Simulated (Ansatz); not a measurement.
System: rock-salt LaTe. Method: PBEsol (plane waves, PAW; Ansatz, a program for electronic structure).

A relaxed, unreconstructed slab of the (110) face has 16 atoms, two equal faces of 28.886 Å² each and an energy of -104525.0216 eV. A bulk cell of 4 atoms with the same orientation and in-plane k mesh has -26131.9850 eV. Energies are extrapolated to zero smearing.

Numerical settings: plane-wave cutoff 500 eV, 8×10×1 k mesh (along the axes of the cell as run), Fermi–Dirac smearing 0.05 eV, scalar-relativistic PAW data made under PBE.

Worked out: γ = (E_slab − N E_bulk per atom)/2A = [-104525.0216 − 16 × (-26131.9850/4)]/(2 × 28.886) = 0.0505 eV/Å². With 16.022 J/m² per eV/Å² this is 0.81 J/m², or 1.46 eV per surface cell and face.
